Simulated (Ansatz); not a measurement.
The starting structures come from a database of crystals and need not be the phases stable at ambient conditions.

Inside the gap of an insulator the Bloch states are evanescent, with a wavenumber k + iκ along the transport direction.

```
CELL_PARAMETERS angstrom
      5.87336     0.00000     0.00000
      0.00000     9.83543     0.00000
      0.00000     3.15366     4.63155
ATOMIC_POSITIONS crystal
  Ca 0.50000 0.50000 0.50000
  Ca 0.00000 0.00000 0.50000
  Ca 0.05539 0.25840 0.72576
  Ca 0.94461 0.74160 0.27424
  Ca 0.55539 0.24160 0.27424
  Ca 0.44461 0.75840 0.72576
  W  0.50000 0.00000 0.00000
  W  0.00000 0.50000 0.00000
  O  0.55846 0.77503 0.10784
  O  0.44154 0.22497 0.89216
  O  0.05846 0.72497 0.89216
  O  0.94154 0.27503 0.10784
  O  0.77505 0.07466 0.75630
  O  0.22495 0.92534 0.24370
  O  0.27505 0.42534 0.24370
  O  0.72495 0.57466 0.75630
  O  0.82398 0.44999 0.33498
  O  0.17602 0.55001 0.66502
  O  0.32398 0.05001 0.66502
  O  0.67602 0.94999 0.33498
```

Space group of this cell: P2_1/c. The cell is taken as given; by r2SCAN its mean pressure is -7.3 GPa.

Transport runs along the normal of the first two printed cell vectors.

No gap correction and no spin-orbit coupling; mid-gap values are interpolated between computed energies.

### Question
Predict the band gap and the smallest decay constant κ at mid-gap from r2SCAN run with Ansatz (a first-principles code).

### Answer
Gap 3.41 eV on a 6×4×8 mesh; κ = 0.381 1/Å, at the zone centre.
